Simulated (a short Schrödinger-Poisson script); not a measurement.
Structure: MOS inversion layer, Si3N4 on p-type Si(110), at 300 K.

```tsv
layer	material	thickness (nm)	Na (cm⁻³)
1	Si3N4	1.9	-
2	Si	260	2.8e18
```

The device is made up for the run: typed textbook-type constants, with dimensions and the other settings drawn at random. Si3N4: permittivity 7.5, conduction-band edge (eV) 1.95, gap (eV) 5.1, electron mass (mₑ) 0.5. Si: permittivity 11.7, conduction-band edge (eV) 0, gap (eV) 1.124, Nv at 300 K (cm⁻³) 3.1e19.

Channel valleys (confinement mass, in-plane density-of-states mass, number): Δ4 0.315, 0.324, 4; Δ2 0.19, 0.417, 2. At the gate the conduction-band edge of layer 1 lies 2.34 eV − eVg above the Fermi level of the channel; the field vanishes at the back. Gaps are held at their typed values at every temperature. Mesh 0.03 nm at interfaces.

From a short Schrödinger-Poisson script (our own, NumPy): 1D Poisson equation in equilibrium, electrons quantum, Hartree (BenDaniel-Duke, 12 states a valley, the channel's in-plane mass for all, wave functions free to enter the dielectric), parabolic valleys, classical holes, full ionisation, no traps, pinning or gate leakage.

The same stack at other levels of the model or other numerical settings:

| run | sheet density of all electrons at Vg = 1.35 V (cm⁻²) | sheet density of all electrons at Vg = 0.75 V (cm⁻²) | capacitance at Vg = 1.35 V (μF/cm²) | centroid of the channel electrons at Vg = 1.35 V (nm) | rough cost against the base |
|---|---|---|---|---|---|
| base | 7.83e12 | 6.85e10 | 2.62 | 1.21 | about 1 |
| electrons treated as classical, Boltzmann | 1.26e13 | 1.29e12 | 3.26 | 0.20 | 0.03 |
| electrons treated as classical, Fermi-Dirac | 1.12e13 | 1.18e12 | 2.91 | 0.36 | 0.1 |
| mesh six times as coarse | 7.74e12 | 6.36e10 | 2.61 | 1.22 | 0.3 |
| one subband a valley | 7.83e12 | 6.84e10 | 2.62 | 1.21 | 0.4 |

The classical rows ignore confinement, and Boltzmann statistics overrate the density once the band edge passes the Fermi level.
